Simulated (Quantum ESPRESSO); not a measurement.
Band structure of BaTiO3 (P4mm, 5 atoms in the cell).

```yaml
crystal:
  lattice:
    - [3.91776, 0.00000, 0.00000]
    - [0.00000, 3.91776, 0.00000]
    - [0.00000, 0.00000, 4.02799]
  atoms:
    - { symbol: Ba, position: [0.50000, 0.50000, 0.58254] }
    - { symbol: Ti, position: [0.00000, 0.00000, 0.10004] }
    - { symbol: O, position: [0.00000, 0.50000, 0.06422] }
    - { symbol: O, position: [0.50000, 0.00000, 0.06422] }
    - { symbol: O, position: [0.00000, 0.00000, 0.54897] }
```

Method: PBE, GBRV 1.5 ultrasoft (PBE) pseudopotentials (plane waves; Quantum ESPRESSO 7.5).

Settings: ecutwfc = 50 Ry; ecutrho = 400 Ry; occupations = fixed; potentials = {Ba: ba_pbe_v1.uspp.F.UPF, Ti: ti_pbe_v1.4.uspp.F.UPF, O: o_pbe_v1.2.uspp.F.UPF}; K_POINTS = automatic 7 7 7 0 0 0; nbnd = 32; conv_thr = 1e-10 Ry; mixing_beta = 0.7.

The starting cell comes from a database of computed structures (which also holds hypothetical and non-ambient phases and stackings), without a prior relaxation at this level. Its lattice was rescaled by a random factor within 2.5 % of one.

Task: Predict the gap along the standard path and the places of the band edges.

Result: The gap along the path is 1.94 eV, from A to Γ; the smallest direct gap on it is 2.35 eV.

Levels in eV from the top of the valence band on the SCF mesh, bands 17 to 24:
```
point     17     18     19     20    21    22    23    24
-----  -----  -----  -----  -----  ----  ----  ----  ----
Γ      -1.22  -0.43  -0.30  -0.30  2.05  2.50  2.50  4.56
X      -1.86  -1.63  -1.14  -0.96  2.60  3.90  3.97  4.61
M      -1.75  -0.91  -0.91   0.06  4.02  4.02  4.40  4.99
Z      -1.99  -1.93  -0.59  -0.59  2.19  3.90  3.90  4.56
R      -1.64  -0.88  -0.84  -0.23  3.93  3.94  4.29  5.45
A      -2.36  -0.17  -0.17   0.11  4.56  4.56  4.63  6.76
```
